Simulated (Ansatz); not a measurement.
An ideal cubic perovskite cell is held by its symmetry; such compounds can tilt or shift off centre at room temperature. The starting structures come from a database of crystals and need not be the phases stable at ambient conditions.

By PBEsol, the system below comes out a metal.

A figure of merit of an interconnect metal is its ballistic conductance per area.

Here is the system:

```xyz
5
Lattice="4.1308 0.0000 0.0000 0.0000 4.1308 0.0000 0.0000 0.0000 4.1308" Properties=species:S:1:pos:R:3 pbc="T T T"
Ba     0.0000     0.0000     0.0000
Ta     2.0654     2.0654     2.0654
O      0.0000     2.0654     2.0654
O      2.0654     0.0000     2.0654
O      2.0654     2.0654     0.0000
```

Space group of this cell: Pm-3m, cubic perovskite. The cell is taken as given; by PBEsol its mean pressure is -7.9 GPa.

The current flows along the normal of the first two printed cell vectors, the (001) plane of the conventional cell. No spin-orbit coupling; the value is a mean over 0.1 eV about the Fermi level.

**Question.** Predict the ballistic conductance per area from PBEsol (Ansatz, a program for electronic structure).

**Answer.** 0.43 × 10¹⁵ S/m² for both spins.
